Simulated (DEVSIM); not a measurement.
System: Al0.15Ga0.85As/GaAs n-p heterojunction, at 300 K.

Layer 1 from the left is Al0.15Ga0.85As, thickness (μm) 0.410, Nd (cm⁻³) 3.6e16, τn (s) 2.6e-9, τp (s) 2.6e-9. Layer 2 from the left is GaAs, thickness (μm) 1.10, Na (cm⁻³) 9.2e17, τn (s) 2.6e-9, τp (s) 2.6e-9.

Left contact: ohmic. Right contact: ohmic. Voltage is applied to the left contact. Recombination: SRH at mid-gap, Auger. Mobility is μmin + (μ − μmin)/(1 + (N/Nref)^α).

This is a model device: material constants are rounded textbook-type values typed into the input, and sizes, dopings and lifetimes were drawn at random. Values at 300 K.

Al0.15Ga0.85As: gap (eV) 1.611, affinity (eV) 3.9515, permittivity 12.47, Nc (cm⁻³) 5.6e17, Nv (cm⁻³) 9e18, μn (cm²/Vs) 5695, μp (cm²/Vs) 282, μn,min 500, μp,min 20, Nref,n 6e16, Nref,p 1.5e17, αn 0.39, αp 0.38, Cn (cm⁶/s) 1e-30, Cp (cm⁶/s) 1e-30. GaAs: gap (eV) 1.424, affinity (eV) 4.07, permittivity 12.9, Nc (cm⁻³) 4.7e17, Nv (cm⁻³) 9e18, μn (cm²/Vs) 8500, μp (cm²/Vs) 400, μn,min 500, μp,min 20, Nref,n 6e16, Nref,p 1.5e17, αn 0.39, αp 0.38, Cn (cm⁶/s) 1e-30, Cp (cm⁶/s) 1e-30.

Model (solved in DEVSIM): 1D drift-diffusion, Boltzmann statistics, complete ionisation; no tunnelling, impact ionisation, image-force lowering or self-heating. Band offsets follow the typed affinities; no thermionic-emission limit at abrupt steps, no polarisation charge.

Q: What does the simulation give for the largest field in the device at zero bias, the dark forward voltage at 100 A/cm²?

A: largest field in the device at zero bias 120000 V/cm; dark forward voltage at 100 A/cm² 1.211 V.
